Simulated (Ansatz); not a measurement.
The parent structure is TlBr in the CsCl type structure (space group Pm-3m, No. 221).

```yaml
crystal:
  lattice:
    - [3.91453, 0.00000, 0.00000]
    - [0.00000, 3.91453, 0.00000]
    - [0.00000, 0.00000, 3.91453]
  atoms:
    - { symbol: Tl, position: [0.00000, 0.00000, 0.00000] }
    - { symbol: Br, position: [0.50000, 0.50000, 0.50000] }
```

Cartesian axes are those of the cell as printed.

The values are results of PBEsol, PAW, 420 eV (Ansatz, a first-principles code; scalar-relativistic without spin-orbit coupling), not measurements.

For the base:

| Quantity | Result |
|---|---|
| Band gap | 1.59 eV |
| Hole mass | 0.20 mₑ along k, 0.43 mₑ across (at X) |

One thing is altered: compressive biaxial strain of 3.00 % in the plane normal to [001], as in epitaxy on a mismatched substrate; the out-of-plane cell vector and the atoms relax.

**Question.** How does this affect the band gap, hole mass and in-plane stress?

**Answer.** The band gap decreases by 0.36 eV (1.59 eV → 1.23 eV); the hole mass becomes 0.18 mₑ along k, 0.43 mₑ across (at X) (base: 0.20 mₑ along k, 0.43 mₑ across (at X)); the mean in-plane stress (compression positive) amounts to +1.4 GPa.

With Tl present, leaving out spin-orbit coupling can change the band edges. Masses are band curvatures over ±0.01 Å⁻¹ around the edge. Along k means along the line from Γ to the band edge. Whether these cells are dynamically stable was not tested.
